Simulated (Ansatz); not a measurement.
Base system: Cu$_{3}$N (space group Pm-3m, No. 221; a = 3.765 Å). Axes: x, y, z lie along the cube axes.

Method: PBEsol (Ansatz, a program for electronic structure), no spin-orbit coupling.

Strains are applied to the cell and any free atomic positions relax; under biaxial strain the out-of-plane vector relaxes too; under stress the whole cell relaxes.

One change was made to it. Results:

| quantity | base | after |
|---|---|---|
| volume per atom | 13.34 Å³ | 13.61 Å³ |
| energy relative to the base (free energy F) | 0 meV/atom | +4.0 meV/atom |

Which change produced these results?
(A) uniaxial stress, 0.5 GPa tension along x
(B) biaxial strain +1.88 %, plane normal [111], relaxed out of plane
(C) biaxial strain +1.27 %, plane normal [001], relaxed out of plane
(D) biaxial strain +0.51 %, plane normal [001], relaxed out of plane

C, biaxial strain +1.27 %, plane normal [001], relaxed out of plane. For comparison, the energy relative to the base in the other runs: uniaxial stress, 0.5 GPa tension along x gives 0.0 meV/atom; biaxial strain +0.51 %, plane normal [001], relaxed out of plane gives +0.7 meV/atom; biaxial strain +1.88 %, plane normal [111], relaxed out of plane gives +2.8 meV/atom.

Stability under load was not tested beyond the relaxation. The final runs are not spin-polarised.
